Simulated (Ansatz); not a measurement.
We consider Ru (model structure, from the diamond type, Fd-3m, No. 227), described by PBEsol (Ansatz, a program for electronic structure, PAW).

The input as run:

Ansatz 0.2 input:
```yaml
crystal:
  lattice:
    - [0.0, 2.6771596793, 2.6771596793]
    - [2.6771596793, 0.0, 2.6771596793]
    - [2.6771596793, 2.6771596793, 0.0]
  atoms:
    - { symbol: Ru, position: [0.25, 0.25, 0.25] }
    - { symbol: Ru, position: [0.0, 0.0, 0.0] }
basis:
  ecutwfc: 520
  ecutrho_ratio: 4
  xc_grid: 2
kpoints:
  mp_grid: { grid: [18, 18, 18] }
hamiltonian:
  xc: pbesol
  dispersion: none
  pseudopotentials: { kind: paw }
scf:
  occupations: { method: fermi_dirac, width: 0.05 }
output:
  forces: true
  stress: true
  eigenvalues: true
relax:
  f_tol: 0.004
  escape_saddle: false
  max_steps: 80
```

Output (set-up and result lines):

```
WARN output.stress: scf.convergence.dr2_threshold = 1e-7 eV (the SCF's general default) is looser than the 2e-10 eV advised for a printed stress (1e-10 eV for …
Relaxation: its limit of steps is 80 (relax.max_steps)
Crystal: 2 atoms, lattice volume = 38.375 Å³
Basis set: ecut = 520 eV, 1037 PW (Γ), exchange–correlation on 60×60×60 points (8 copies of the dense FFT grid, shifted against one another)
Bands: 20, of which v1, the nominal top of the filled ones, is band 16 counted from 1 (15 counted from 0)
Symmetry: 48 space group operations
Space group: Fd-3m (ITA 227), of the structure as read, at distance tolerance 3.4e-5 Å
k-points: 195 of 5832
Functional: x = pbesol(κ = 0.804, μ = 0.12345679012345678), c = pbesol(β = 0.046)
SCF iter   1: F=—  HF=-11630.266248 eV  |F-HF|=—  |Δ(HF+E_count)|=         —  Δρ=4.47e-3  dr2=2.05e-3
SCF iter   2: F=—  HF=-11630.267560 eV  |F-HF|=—  |Δ(HF+E_count)|=   1.31e-3  Δρ=2.53e-3  dr2=7.16e-4
  ...
SCF iter   5: F=—  HF=-11630.267950 eV  |F-HF|=—  |Δ(HF+E_count)|=   1.21e-6  Δρ=2.94e-5  dr2=2.81e-7
SCF iter   6: F=-11630.267950 eV  HF=-11630.267950 eV  |F-HF|=1.05e-9  |Δ(HF+E_count)|=   3.58e-8  Δρ=4.14e-6  dr2=4.75e-9
SCF 1 converged in 6 iterations: F = -11630.267950 eV  dr2 = 4.75e-9
relax step   1: F+E_penalty+E_count = -11630.26795013 eV  Δ(F+E_penalty+E_count) = +0.000e0 eV  max|allowed force component| = 9.252e-18 eV/Å  Δτ_max = 0.0000 Å  (6 SCF iters, accepted)
SCF converged after 6 iterations
Free energy (F): -11630.267950 eV
Internal energy: -11630.253231 eV  (E = F + TS)
E sigma→0 (E₀):  -11630.260591 eV
Fermi energy:    15.120013 eV
--- Forces (eV/Å), atoms counted from 1 ---
  atom   1  Ru    -0.00000000    -0.00000000     0.00000000
  atom   2  Ru    -0.00000000    -0.00000000    -0.00000000
--- Stress (GPa, compression-positive) ---
        3.878620      -0.000000      -0.000000
        0.000000       3.878620      -0.000000
       -0.000000       0.000000       3.878620
  P = ⅓ Tr σ = 3.8786 GPa (38.786 kbar)
```

The cell is one volume of an energy–volume scan, off the minimum.

The PAW data were made under PBE.

Note: the run has no spin polarisation, so it can have missed a magnetic state. Note: the cell keeps the symmetry of its start, so it can be a saddle point.

A model structure was made by putting elements into a prototype or built by hand; it is no filed structure, need not be a known phase, and can be a saddle point held by its symmetry.
